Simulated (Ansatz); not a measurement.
Functionals compared on a constructed model of the (111)A surface of 3C silicon carbide, Si-terminated, (√3x√3)R30° Sb adatom at T4 (bottom of the slab: 3 H on 3 bottom sites), in Ansatz (plane waves, PAW). The structure was relaxed with PBE; the other rows are single points on it. Cutoff 420 eV (500 eV for r2SCAN). HSE06 used the coarser mesh 4x4x1.

Set-up: 28 atoms, 11.2 Å thick at the start with caps and adatoms (thin: gaps and levels are the slab's own); mesh 6x6x1; 0.025 eV smearing; dipole correction on; 6 atoms held, the rest relaxed; symmetry of the start imposed; no spin, no spin-orbit, no U. In PBE it is, or lies within 0.01 eV a 1x1 cell of, the lowest of the 2 structures of its composition computed so far; subsurface sites and larger cells were not tried. These notes are the PBE run's.

```csv
functional,gap of the slab on its k-mesh (eV),highest filled level below the top vacuum level (eV),rough cost of the single point
PBE,1.60,5.29,–
r2SCAN,___,___,roughly 70 core-seconds
```

Question: Some entries are withheld; supply them.

Answer: 
- r2SCAN, gap of the slab on its k-mesh (eV): 1.89
- r2SCAN, highest filled level below the top vacuum level (eV): 5.54

Ansatz is an electronic-structure program.
